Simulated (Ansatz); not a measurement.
Relaxation of the outer planes of the (100) surface of rock-salt BaO in its 1x1 cell (cut with top plane Ba + O, bottom plane Ba + O), outermost plane spacing 2.79 Å in the ideal cut.

These are PBE (plane waves to 420 eV, PAW; Ansatz, a quantum-chemistry and plane-wave program) values and carry that method's errors.

Set-up: 10 atoms, Ba5O5, 11.1 Å thick at the start; mesh 7x7x1; 0.025 eV smearing; dipole correction on; all atoms relaxed; held to the start's symmetry, so lower structures may exist; no spin, no spin-orbit, no U.

```csv
plane,atoms,bulk spacing to the next (Å),relaxed spacing (Å),change (%),rumpling (Å)
1,O + Ba,2.787,?,?,?
```

Problem. Complete the blanks.

Solution. 
- 1, relaxed spacing (Å): 2.625
- 1, change (%): -5.8
- 1, rumpling (Å): 0.14 (Ba outermost)
